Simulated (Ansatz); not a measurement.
## Input and output of a self-consistent single point for SrCl2 (Fm-3m, 3 atoms in the cell) (Ansatz)

Level of theory: LDA (PW92), default PAW files made with PBE (plane waves; Ansatz, a quantum-chemistry and plane-wave program).

The input file:

Ansatz 0.2 input:
```yaml
crystal:
  lattice:
    - [0.000000, 3.507450, 3.507450]
    - [3.507450, 0.000000, 3.507450]
    - [3.507450, 3.507450, 0.000000]
  atoms:
    - { symbol: Sr, position: [0.000000, 0.000000, 0.000000] }
    - { symbol: Cl, position: [0.250000, 0.250000, 0.250000] }
    - { symbol: Cl, position: [0.750000, 0.750000, 0.750000] }
basis:
  ecutwfc: 420.0
kpoints:
  mp_grid: { grid: [6, 6, 6] }
hamiltonian:
  xc: lda
  pseudopotentials: { kind: paw }
scf:
  occupations: { method: fermi_dirac, width: 0.01 }
output:
  forces: true
  eigenvalues: true
  stress: true
```

Log, with long lists cut:

```
WARN ansatz: RAYON_NUM_THREADS=1 ignored (pool sized by the plan → 1); use --threads N
Pseudopotentials: kind: paw
Pseudopotential: Sr, paw, valence charge 10
Pseudopotential: Cl, paw, valence charge 7
Crystal: 3 atoms, lattice volume = 86.299 Å³
Basis set: ecut = 420 eV, 1687 PW (Γ)
Bands: 16, of which v1, the nominal top of the filled ones, is band 12 counted from 1 (11 counted from 0)
Symmetry: 48 space group operations
Space group: Fm-3m (ITA 225), of the structure as read, at distance tolerance 4.4e-5 Å
k-points: 16 of 216
PAW frozen core: Sr, regenerated for the run's functional, and the local potential with it
PAW frozen core: Cl, regenerated for the run's functional, and the local potential with it
Initial density: superposition of atomic densities (neutral atoms: chi_scale 0, normalization atom), corrected by the library's trained network
Initial wavefunctions: pseudopotential atomic-orbital guess
Eigensolver: davidson
Functional: x = slater, c = lda
SCF iter   1: F=—  HF=-5540.017702 eV  |F-HF|=—  |Δ(HF+E_count)|=         —  Δρ=6.30e-3  dr2=3.68e-2  ethr=1.77e-3  ⟨swp⟩=9.5  Hψ=1854  notcnv=0
all-band conjugate gradients solve this SCF's bands
preconditioner: auto → none
SCF iter   2: F=—  HF=-5540.008352 eV  |F-HF|=—  |Δ(HF+E_count)|=   9.35e-3  Δρ=2.80e-3  dr2=3.09e-3  ethr=1.53e-4  ⟨swp⟩=3.1  Hψ=585  notcnv=0
SCF iter   3: F=—  HF=-5540.007669 eV  |F-HF|=—  |Δ(HF+E_count)|=   6.83e-4  Δρ=1.14e-3  dr2=5.91e-4  ethr=1.29e-5  ⟨swp⟩=2.2  Hψ=419  notcnv=0
SCF iter   4: F=—  HF=-5540.007528 eV  |F-HF|=—  |Δ(HF+E_count)|=   1.41e-4  Δρ=4.03e-5  dr2=4.59e-7  ethr=2.46e-6  ⟨swp⟩=2.1  Hψ=379  notcnv=0
SCF iter   5: F=—  HF=-5540.007534 eV  |F-HF|=—  |Δ(HF+E_count)|=   5.83e-6  Δρ=8.96e-6  dr2=2.04e-8  ethr=1.91e-9  ⟨swp⟩=2.8  Hψ=517  notcnv=0
SCF iter   6: F=-5540.007534 eV  HF=-5540.007534 eV  |F-HF|=7.18e-10  |Δ(HF+E_count)|=   2.13e-9  Δρ=1.63e-6  dr2=1.18e-9  ethr=8.51e-11  ⟨swp⟩=2.9  Hψ=1013  notcnv=0
SCF 1 converged in 6 iterations: F = -5540.007534 eV  dr2 = 1.18e-9
SCF converged after 6 iterations
Free energy (F): -5540.007534 eV
Harris-Foulkes:  -5540.007534 eV  (|F-HF|=7.18e-10)
Internal energy: -5540.007534 eV  (E = F + TS)
E sigma→0 (E₀):  -5540.007534 eV
Fermi energy:    5.114759 eV
--- Per-component energies (eV) ---
  E_band       = -156.199212
  E_kinetic    = 566.464222
  E_local      = -1196.777203  (includes V_loc(G=0)·N_el)
  E_nonlocal   = 266.219724
  E_hartree    = 326.281358
  E_xc         = -383.462666
  E_vxc        = -404.802131  (∫ρ·V_xc dr)
  E_paw        = -3847.604245  (= ΣΔE_a)
  E_vpaw       = -39.866973  (= ΣTr[D̂ρ^β])
  E_aug_tail   = 0.000198  (compensation charges beyond the density's cutoff)
  E_ewald      = -1271.804040
  E_core_change = 0.675119  (= ΣΔE_core)
  E_smearing   = -0.000000  (= −TS)
  E_closure    = 0.000000  (closes the sum)
  Σ components = -5540.007534   (vs F -5540.007534, Δ=0.00e0)
--- Forces (eV/Å), atoms counted from 1 ---
  atom   1  Sr    -0.00000000    -0.00000000     0.00000000
   [... zero for the other atoms too ...]
  max |Σ_I F_I| component: 2.31e-18 eV/Å
--- Stress (GPa, compression-positive) ---
       -3.326850      -0.000000       0.000000
        0.000000      -3.326850       0.000000
       -0.000000      -0.000000      -3.326850
  P = ⅓ Tr σ = -3.3268 GPa (-33.268 kbar)
  The stress holds the Pulay correction. Without it, at fixed plane waves, as pw.x and ABINIT print it: P = -3.3297 GPa
--- Band table (eV; the first three rows and the last of 16) ---
  k-point 0: bands = ["-30.0820", "-12.1019", "-12.1019", "-12.1019", "-10.5071", "-9.6634", "0.5732", "0.5732", "0.5732", "2.3609", "2.3609", "2.3609", "7.5187", "8.5385", "8.5385", "11.3064"]
  k-point 1: bands = ["-30.0812", "-12.1868", "-12.1053", "-12.1053", "-10.3597", "-9.7193", "0.6738", "0.6738", "0.7550", "2.0332", "2.2099", "2.2099", "8.1272", "8.7429", "8.7429", "10.3918"]
  k-point 2: bands = ["-30.0797", "-12.3222", "-12.1122", "-12.1122", "-10.1450", "-9.7760", "0.9274", "0.9274", "1.0964", "1.5001", "1.8780", "1.8780", "9.0584", "9.0584", "9.1215", "10.3205"]
  k-point 15: bands = ["-30.0779", "-12.3679", "-12.2172", "-12.1350", "-9.9042", "-9.8041", "0.0842", "0.5833", "1.1329", "1.8656", "2.3584", "2.6299", "8.3368", "9.5431", "9.6744", "9.8581"]
```

The run converged in 6 iterations.

The starting cell has typed, rounded lattice constants, without a prior relaxation at this level. Its lattice was rescaled by up to half a per cent. With a pressure of about -3 GPa the cell is away from its equilibrium volume at this level. Ansatz's pressure includes its estimate of the finite-basis (Pulay) stress.
